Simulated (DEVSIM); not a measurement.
## Si p+/n-/n+ power diode

System: Si p+/n-/n+ power diode, at 300 K.

| layer (left to right) | material | thickness (μm) | Nd (cm⁻³) | Na (cm⁻³) | τn (s) | τp (s) |
|---|---|---|---|---|---|---|
| 1 | Si | 4.70 | - | 5.4e18 | 0.0001 | 0.0001 |
| 2 | Si | 5.90 | 4.5e14 | - | 0.0001 | 0.0001 |
| 3 | Si | 5.10 | 3.4e18 | - | 0.0001 | 0.0001 |

Left contact: ohmic. Right contact: ohmic. Voltage is applied to the left contact. Recombination: SRH at mid-gap. Mobility is constant in doping.

This is a model device: material constants are rounded textbook-type values typed into the input, and sizes, dopings and lifetimes were drawn at random. Values at 300 K.

| parameter | Si |
|---|---|
| gap (eV) | 1.124 |
| affinity (eV) | 4.05 |
| permittivity | 11.7 |
| Nc (cm⁻³) | 2.86e19 |
| Nv (cm⁻³) | 3.1e19 |
| μn (cm²/Vs) | 1417 |
| μp (cm²/Vs) | 470 |

DEVSIM, 1D drift-diffusion, Boltzmann statistics, complete ionisation; no tunnelling, impact ionisation, image-force lowering or self-heating.

```json
{
  "potential_step_across_the_device_at_zero_bias": "1.024 V",
  "Dark forward voltage at 1 A/cm²": "0.738 V",
  "Dark forward voltage at 100 A/cm²": "0.858 V"
}
```

Dark reverse current:

```
V (V)   J (A/cm²)
------  ---------
-1.00    -9.5e-10
-2.50     -1.7e-9
-5.00     -2.7e-9
-7.50     -3.4e-9
-10.00    -4.0e-9
-15.00    -4.6e-9
-20.00    -4.8e-9
-25.00    -4.9e-9
-32.50    -4.9e-9
-40.00    -5.0e-9
-50.00    -5.0e-9
```

Dark forward current:

(V (V), J (A/cm²)): (0.05, 2.4e-10); (0.10, 8.7e-10); (0.15, 2.8e-9); (0.20, 8.9e-9); (0.25, 3.1e-8); (0.30, 1.3e-7); (0.35, 6.6e-7); (0.40, 3.8e-6); (0.45, 2.4e-5); (0.50, 0.00015); (0.55, 0.00087); (0.60, 0.0053); (0.65, 0.035); (0.70, 0.23); (0.75, 1.6); (0.80, 11); (0.85, 73); (0.90, 470); (0.95, 2700)
